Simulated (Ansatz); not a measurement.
# Effect of isotropic strain −0.60 % on TlBiS2

Base system: TlBiS2 (space group R-3m, No. 166; a = 4.085 Å, c = 21.696 Å (hexagonal axes)).

One thing is altered: an isotropic linear strain of −0.60 %, atoms relaxed at fixed cell.

The values are results of plane-wave PAW DFT at the PBEsol level (Ansatz, an electronic-structure program, 420 eV), no spin-orbit coupling, not measurements. k-mesh 9×9×9 (Γ-centred); smearing 0.05 eV (Fermi–Dirac).

```tsv
quantity	base	changed	shift
space group	R-3m (No. 166)	R-3m (No. 166)	–
shortest interatomic distance	283.0 pm	282.0 pm	-1.0 pm
energy relative to the base (free energy F)	0 meV/atom	+1.3 meV/atom	+1.3 meV/atom
pressure (mean of the normal stresses, compression positive)	-0.01 GPa	0.90 GPa	+0.902 GPa
band gap	0.15 eV	0.09 eV	-0.068 eV
gap character	direct at Γ	direct at Γ	–
mean gap deformation potential ΔEg/Δln V	–	+3.8 eV	–
width of the top valence band	2.18 eV	2.32 eV	+0.14 eV
valence-band top at Γ (three highest levels, from the VBM)	0.00, -1.78, -1.78 eV	0.00, -1.88, -1.88 eV	–
largest internal atomic displacement	–	0.012 Å	–
```

Final structure:

```xyz
4
Lattice="2.0304 1.1723 7.1886 -2.0304 1.1723 7.1886 0.0000 -2.3445 7.1886" Properties=species:S:1:pos:R:3 pbc="T T T"
Tl     0.0000     0.0000    10.7829
Bi     0.0000     0.0000     0.0000
S      0.0000     0.0000     5.6215
S      0.0000     0.0000    15.9443
```

Cost of the whole job for the changed cell (relaxation, final SCF and bands): about 40 core-seconds (a rough figure).

With Bi and Tl present, leaving out spin-orbit coupling can change the band edges. Whether these cells are dynamically stable was not tested. The zero or small gap of TlBiS2 can change with the level of theory.
